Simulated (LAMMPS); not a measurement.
LAMMPS 22 Jul 2025, classical MD, SNAP (Ni_Zuo_JPCA2020.snapcoeff): Ni, 500 atoms.

```
Item                                                                                                Result
-----------------------------------------------  ---------------------------------------------------------
task                                                                                               MD, nve
potential                                        SNAP, Ni_Zuo_JPCA2020.snapcoeff Ni_Zuo_JPCA2020.snapparam
copies of the repeat unit                                                                            5×5×5
shape (slab and sphere leave vacuum in the box)                                                       bulk
steps                                                                                                  400
timestep                                                                                              1 fs
thermo                                                                                                  50
newton                                                                                        on (default)
atom_modify sort (bins of 2 Å where set)                                                    1000 (default)
comm_style                                                                                 brick (default)
box                                                                                   17.6 × 17.6 × 17.6 Å
start                                                      generated fcc lattice, warmed in an untimed run
```

All runs start from one configuration, warmed at this fixed volume for 300 steps under a thermostat at 100 K. The run at a skin of 2 Å has a mean temperature of 103 K and a mean pressure of 0.3 GPa.

Each setting ran once; only counts and results are compared.

With neigh_modify every 1 delay 0 check yes, skins of 0.1, 0.3, 0.5, 1, 1.5, 2, 3 Å were run. Further schedules:
- skin 2 Å, every 100 delay 0 check no
- skin 1 Å, every 10 delay 0 check yes
- skin 2 Å, every 1 delay 10 check yes
- skin 1 Å, every 1 delay 10 check yes
- skin 0.3 Å, every 100 delay 0 check no
- skin 2 Å, every 20 delay 0 check no
- skin 0.3 Å, every 1 delay 10 check yes

A schedule rebuilds too seldom if it shows a dangerous build, rebuilds less often than the check at every step does at that skin, or fails.

Problem. Which schedules can miss pairs here, and how do rebuilds depend on the skin?

Solution. With the check at every step the rebuilds are 36 at 0.1 Å, 11 at 0.3 Å, 0 at 0.5 Å, 0 at 1 Å, 0 at 1.5 Å, 0 at 2 Å, 0 at 3 Å. Too seldom: skin 0.3 Å, every 100 delay 0 check no.

```json
[
 {"setting": "skin 0.1 Å, every 1 delay 0 check yes", "rebuilds": "36", "dangerous builds": "—", "list entries an atom": "18.2", "change of the total energy (meV/atom)": "under 0.001"},
 {"setting": "skin 0.3 Å, every 1 delay 0 check yes", "rebuilds": "11", "dangerous builds": "—", "list entries an atom": "40.9", "change of the total energy (meV/atom)": "under 0.001"},
 {"setting": "skin 0.5 Å, every 1 delay 0 check yes", "rebuilds": "0", "dangerous builds": "—", "list entries an atom": "42.0", "change of the total energy (meV/atom)": "under 0.001"},
 {"setting": "skin 1 Å, every 1 delay 0 check yes", "rebuilds": "0", "dangerous builds": "—", "list entries an atom": "53.9", "change of the total energy (meV/atom)": "under 0.001"},
 {"setting": "skin 1.5 Å, every 1 delay 0 check yes", "rebuilds": "0", "dangerous builds": "—", "list entries an atom": "70.8", "change of the total energy (meV/atom)": "under 0.001"},
 {"setting": "skin 2 Å, every 1 delay 0 check yes", "rebuilds": "0", "dangerous builds": "—", "list entries an atom": "81.7", "change of the total energy (meV/atom)": "under 0.001"},
 {"setting": "skin 3 Å, every 1 delay 0 check yes", "rebuilds": "0", "dangerous builds": "—", "list entries an atom": "139", "change of the total energy (meV/atom)": "under 0.001"},
 {"setting": "skin 2 Å, every 100 delay 0 check no", "rebuilds": "4", "dangerous builds": "not counted", "list entries an atom": "81.7", "change of the total energy (meV/atom)": "under 0.001"},
 {"setting": "skin 1 Å, every 10 delay 0 check yes", "rebuilds": "0", "dangerous builds": "0", "list entries an atom": "53.9", "change of the total energy (meV/atom)": "under 0.001"},
 {"setting": "skin 2 Å, every 1 delay 10 check yes", "rebuilds": "0", "dangerous builds": "0", "list entries an atom": "81.7", "change of the total energy (meV/atom)": "under 0.001"},
 {"setting": "skin 1 Å, every 1 delay 10 check yes", "rebuilds": "0", "dangerous builds": "0", "list entries an atom": "53.9", "change of the total energy (meV/atom)": "under 0.001"},
 {"setting": "skin 0.3 Å, every 100 delay 0 check no", "rebuilds": "4", "dangerous builds": "not counted", "list entries an atom": "41.0", "change of the total energy (meV/atom)": "under 0.001"},
 {"setting": "skin 2 Å, every 20 delay 0 check no", "rebuilds": "20", "dangerous builds": "not counted", "list entries an atom": "81.7", "change of the total energy (meV/atom)": "under 0.001"},
 {"setting": "skin 0.3 Å, every 1 delay 10 check yes", "rebuilds": "11", "dangerous builds": "0", "list entries an atom": "40.9", "change of the total energy (meV/atom)": "under 0.001"}
]
```

Where the energy changes as in the checked runs, the late rebuilds cost nothing that shows in this run. List entries are as LAMMPS prints them (Ave neighs/atom).
